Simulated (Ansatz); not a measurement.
Input:

```yaml
crystal:
  lattice:
    - [0.00000, 2.59743, 2.59743]
    - [2.59743, 0.00000, 2.59743]
    - [2.59743, 2.59743, 0.00000]
  atoms:
    - { symbol: Sr, position: [0.00000, 0.00000, 0.00000] }
    - { symbol: O, position: [0.50000, 0.50000, 0.50000] }
```

Calculation: PBE, rigid bands (plane waves, PAW, scalar-relativistic; Ansatz, a first-principles code). Condition of this run: hydrostatic pressure of -3.6 GPa (compression positive) (the target of the relaxation). How the cell was made: cell and atoms relaxed with PBEsol, then loaded as said.

**Question.** Predict the hole conductivity mass (n e² τ/σ) at 300 K, by direction if it differs.

**Answer.** 1.43 mₑ.

**Question.** What conductivity effective mass do dilute electrons have at 300 K?

**Answer.** 0.53 mₑ.

**Question.** And the band gap?

**Answer.** 3.33 eV at this level; semilocal functionals usually fall short of the measured gap.

Rigid bands, one relaxation time for all states, no polarons. Spin-orbit coupling is left out; where it splits the top of the valence band it changes the hole mass and lowers the gap by about a third of the splitting. Geometry: cell and atoms relaxed with PBEsol.
